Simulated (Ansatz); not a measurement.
## Lattice thermal conductivity of fcc (Cu type) Ca

Method: a three-phonon Boltzmann calculation with natural isotopes; PBEsol density-functional theory in Ansatz (plane waves, PAW); third-order constants from a 27-atom supercell out to 5.8 Å, harmonic mesh 6×6×6, k mesh 12×12×12, scattering mesh 15×15×15. Unless called populations, κ holds the coherence term between modes besides the Boltzmann populations. This is the lattice part alone, without phonon-electron scattering, which would lower it where carriers are present.

| T (K) | κ (W/m/K) | κ, relaxation time | coherences (mean) |
|---|---|---|---|
| 100 | 25 | 15 | 0.027 |
| 150 | 18 | 11 | 0.038 |
| 200 | 14 | 8.7 | 0.044 |
| 250 | 12 | 7.1 | 0.049 |
| 300 | 10 | 6.0 | 0.052 |
| 400 | 7.7 | 4.6 | 0.056 |
| 500 | 6.3 | 3.7 | 0.060 |
| 600 | 5.3 | 3.1 | 0.063 |
| 800 | 4.0 | 2.4 | 0.067 |

* **highest phonon frequency**: 5.1 THz
* **exponent n of κ ∝ T⁻ⁿ above 300 K**: 0.93

Supercell, cutoff and meshes were set by a common rule and not converged for this crystal in particular.

No phase change or melting is allowed for: the numbers belong to this structure as given.

The PAW data sets were generated under PBE and serve the other functionals too.

Ansatz is a first-principles code.
